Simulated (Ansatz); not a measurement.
Defect: O vacancy in monoclinic ZrO2, charge state +2. Level of theory: PBE, PAW (plane waves to 420 eV; Ansatz, an electronic-structure program).

Settings: 96 host sites, the relaxed PBE lattice, the Γ point alone, smearing 0.01 eV, spin-restricted, no image-charge correction. No zero-point or tunnelling terms. The charge state is imposed; whether it is stable for some Fermi level was not computed. Forms of the defect that were not tried may lie lower.

Barriers: single points on a 2×2×2 k-point mesh shifted by half a step at the bands' geometries.

The step: a nearby O atom hops onto the vacant site; the atom moves 2.49 Å along (-0.01, -0.11, -0.45) of the unit cell; the moving atom starts with neighbours O at 2.59, O at 2.64; Zr at 2.07, Zr at 2.08, Zr at 2.23 Å and ends with O at 2.54, O at 2.58; Zr at 2.09, Zr at 2.12, Zr at 2.13 Å.

**Question.** Estimate the migration barrier of this step that PBE, PAW returns for this input.

**Answer.** 0.77 eV, the same both ways. At the saddle the moving atom has neighbours O at 2.67, O at 2.68; Zr at 2.06, Zr at 2.25, Zr at 2.64 Å. The saddle point's order was not checked.
